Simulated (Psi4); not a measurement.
Psi4 1.11, HF/def2-tzvp: Zr(Cl)4 ([Cl][Zr]([Cl])([Cl])[Cl]), 5 atoms. The geometry is a generated start, not checked to be a minimum at this level.

| Quantity | Value |
|---|---|
| task | energy |
| method | scf |
| basis | def2-tzvp |
| memory | 3 GB |
| maxiter | 100 |
| keys of the molecule block | symmetry c1 |
| scf_type | df (default) |
| e_convergence | 1e-06 (default) |
| d_convergence | 1e-06 (default) |
| effective core potentials | those of the basis set, past Kr |
| basis functions | 188 |

```xyz
5

Zr    -0.0010    -0.0009    -0.0011
Cl     1.8096    -0.5797    -1.2089
Cl     0.6296     0.4718     2.1084
Cl    -0.9673     1.8133    -0.9192
Cl    -1.4709    -1.7045     0.0209
```

Charge 0 and multiplicity 1 are set for this test and not shown to be the ground state.

With the defaults (damping_percentage = 0, guess = auto, which took SAD, diis_max_vecs = 10, level_shift = 0, level_shift_cutoff = 0.01, diis = true, scf_initial_accelerator = adiis) it converges in 8 SCF iterations. One run each on 2 threads, with these changes:
- damping_percentage = 60
- guess = modhuckel
- guess = sap
- diis_max_vecs = 3
- guess = huckel
- guess = sadno
- level_shift = 0.1, level_shift_cutoff = 0.001
- guess = gwh
- damping_percentage = 60, diis = false, scf_initial_accelerator = none

### Question
Which runs fail or end elsewhere than the default run?

### Answer
No convergence: damping_percentage = 60 (the run ends without SCF convergence in 100 iterations). The rest reach the solution of the defaults.

```json
[
 {"setting": "the defaults", "SCF iterations": "8", "end": "same solution"},
 {"setting": "level_shift = 0.1, level_shift_cutoff = 0.001", "SCF iterations": "8", "end": "same solution"},
 {"setting": "guess = sadno", "SCF iterations": "9", "end": "same solution"},
 {"setting": "guess = modhuckel", "SCF iterations": "9", "end": "same solution"},
 {"setting": "diis_max_vecs = 3", "SCF iterations": "9", "end": "same solution"},
 {"setting": "guess = huckel", "SCF iterations": "9", "end": "same solution"},
 {"setting": "guess = sap", "SCF iterations": "10", "end": "same solution"},
 {"setting": "guess = gwh", "SCF iterations": "10", "end": "same solution"},
 {"setting": "damping_percentage = 60, diis = false, scf_initial_accelerator = none", "SCF iterations": "68", "end": "same solution"},
 {"setting": "damping_percentage = 60", "SCF iterations": "100", "end": "no convergence"}
]
```
